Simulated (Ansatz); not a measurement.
# rock-salt TaN (1 1 0) on rock-salt PbS (1 1 0) (film strained to the substrate, started from cuts of the bulks and a machine-learned relaxation; slabs Pb8S8 and N12Ta12, which can lie off the formulas)

A periodic stack without vacuum, rock-salt TaN (1 1 0) on rock-salt PbS (1 1 0) (film strained to the substrate, started from cuts of the bulks and a machine-learned relaxation; slabs Pb8S8 and N12Ta12, which can lie off the formulas): substrate slab Pb8S8, film N12Ta12, surface cells [[0, -1], [1, -1]] and [[1, 0], [1, 2]], film strained by -3.8 and -3.8 %, outermost planes PbS/PbS and NTa/NTa as cut, which need not be the usual terminations and can put a slab off its formula.

The start was prepared with a machine-learned potential, and the result is one local minimum, with the in-plane cell held and forces under 0.04 eV/Å; the film can end far from its bulk form.

All values below come from PBE (plane waves to 420 eV, PAW; Ansatz, a program for electronic structure). No spin–orbit coupling; the runs are not spin-polarised. Its k-point mesh 8×5×1, Fermi–Dirac width 0.05 eV.

| Property | Result |
|---|---|
| interface area | 25.5 Å² |
| period | 28.59 Å |
| heights between the nearest atoms of the two slabs at the two interfaces | 1.99 and 1.99 Å |
| Pb–Ta contacts across the interfaces within 1.22 times the sum of covalent radii | 10, mean 3.46 Å |
| N–Pb contacts across the interfaces within 1.22 times the sum of covalent radii | 4, mean 2.58 Å |
| S–Ta contacts across the interfaces within 1.22 times the sum of covalent radii | 4, mean 2.45 Å |

```xyz
40
Lattice="4.2400 0.0013 0.2715 4.2426 6.0094 0.2013 1.4942 0.1609 28.7484" Properties=species:S:1:pos:R:3 pbc="T T T"
Pb     8.6719     5.4779     4.0703
Pb     5.1387     1.8455     1.0871
Pb     8.3742     5.7216     8.3858
Pb     6.4053     2.6280     5.9730
Pb     8.0957     5.8486    12.7011
Pb     6.1283     2.7638    10.3001
Pb     9.6438     6.6604    17.6048
Pb     5.8361     3.0182    14.6255
S      3.0634     4.8928     0.8346
S      4.3990     2.7365     3.9942
S      6.4693     5.7084     5.7818
S      4.1227     2.7036     8.2808
S      6.1476     5.7211    10.1393
S      3.8164     2.7641    12.6493
S      5.8643     5.7445    14.4088
S      3.2616     3.6206    17.3039
N      5.2305     2.0740    19.5776
N      5.2349     5.2732    19.4788
N      3.0197     0.6824    20.8657
N      7.2470     3.5845    21.3198
N      5.0228     5.0115    22.7875
N      5.0326     2.2626    22.6314
N      7.0487     3.6671    24.3766
N      2.7962     0.4067    24.3323
N      4.8084     1.9854    26.0951
N      4.8235     5.0942    25.8433
N      2.5979     0.5960    27.3876
N      6.8372     3.4043    27.6876
Ta     5.1260     0.6297    21.2200
Ta     5.1456     3.7076    20.8985
Ta     3.1197     2.2584    19.3267
Ta     7.3591     5.0797    19.5478
Ta     4.9169     3.4275    24.4251
Ta     4.9273     0.6712    24.2886
Ta     7.1548     5.2514    22.7380
Ta     2.9014     1.9973    22.6748
Ta     4.7075     0.4119    27.6347
Ta     4.7136     3.5944    27.6123
Ta     2.7018     2.0414    25.7445
Ta     6.9247     4.9719    26.2660
```
